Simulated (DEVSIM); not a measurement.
System: W/SiO2/n-Si capacitor, at 300 K.

```
layer (left to right)  material  thickness (nm)  Nd (cm⁻³)
---------------------  --------  --------------  ---------
1                          SiO2            5.80          -
2                            Si            8700     4.4e15
```

Metal gate on the left, work function 4.6 eV. Fixed charge at the semiconductor interface -7.7e11 cm⁻² (in units of +e); interface traps 1.5e11 cm⁻² eV⁻¹, uniform in energy, neutral level at 0.5 of the gap above the valence band.

This is a model device: material constants are rounded textbook-type values typed into the input, and sizes, dopings and lifetimes were drawn at random. Values at 300 K.

```
parameter      SiO2       Si
-------------  ----  -------
gap (eV)          9    1.124
affinity (eV)   0.9     4.05
permittivity    3.9     11.7
Nc (cm⁻³)         -  2.86e19
Nv (cm⁻³)         -   3.1e19
```

Model (solved in DEVSIM): 1D Poisson equation in equilibrium, Boltzmann statistics, complete ionisation; no quantum confinement or tunnelling. Metal contacts follow the ideal Schottky-Mott rule: no Fermi-level pinning, no interface dipoles.

The interface trap density was swept, all else fixed.

```
interface trap density (cm^-2 eV^-1)  flat-band voltage (V)  threshold voltage (band bending 2φF) (V)  minimum of the low-frequency capacitance (μF/cm²)
------------------------------------  ---------------------  ----------------------------------------  -------------------------------------------------
0                                                      0.53                                     -0.19                                             0.0254
1e10                                                   0.53                                     -0.19                                             0.0268
1e11                                                   0.54                                     -0.20                                             0.0397
1.5e11                                                 0.54                                     -0.20                                             0.0466
3e11                                                   0.56                                     -0.22                                             0.0663
1e12                                                   0.62                                     -0.28                                              0.142
2e12                                                   0.71                                     -0.37                                              0.219
```

From the first row to the last the flat-band voltage goes from 0.53 to 0.71. From the first row to the last the threshold voltage (band bending 2φF) goes from -0.19 to -0.37.
